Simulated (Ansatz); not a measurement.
# GaSb: strain along the normal

GaSb (zinc blende, F-43m, 27.664 Å³/atom at rest) under an equal strain ε in the (001) plane with the normal axis free, as in a coherent film. LDA in Ansatz, a plane-wave DFT program (PAW, default set), 420 eV, 13×13×13 Γ-centred mesh, Fermi-Dirac smearing 0.05 eV; ions are relaxed within the symmetry of each cell.

Here s stands for strain and y for normal strain.

| strain (%) | normal strain (%) |
|---|---|
| -1.50 | 1.37 |
| -1.00 | 0.92 |
| -0.50 | 0.46 |
| 0.00 | 0.00 |
| 0.50 | -0.46 |
| 1.00 | -0.92 |
| 1.50 | -1.39 |
| 3.00 | ? |

Fit y of the 7 rows that show it with a straight line. Means: s 0, y -0.003. About the means, the sum of products is -6.4400 and the sum of squares of s is 7.0000; the slope is their ratio. Least squares gives y = -0.003 - 0.9200·s. Residuals (row less fit): -0.007, 0.003, 0.003, 0.003, 0.003, 0.003, -0.007; standard error 0.005 (degrees of freedom: 5). The slope, -0.92 ± 0.00, is the elastic response of the normal axis, −2C12/C11 for this plane.

**Question.** What does the fit predict for y at s = 3.00, and how far is the calculated value from it?

**Answer.** y = -0.003 - 0.9200 × 3.0 = -2.763%. The calculation gives -2.83%, 0.067% below the prediction (1.6 % of the range of y in the table). The row lies outside the fitted rows, so this is an extrapolation. The fitted rows scatter only by rounding.

One order more, fitted to all 13 runs of the series, follows each within 0.01, so the miss is the next term of a smooth law. This level leaves no gap over 0.05 eV at strain 0.50, where the mesh may be coarse. Rows are the converged runs of the series near zero and its far end; series whose fitted rows scatter by over a few per cent of the range, as at a crossing or softening among them, aren't shown in this form. Most that stay on the fit to the last digits aren't either.
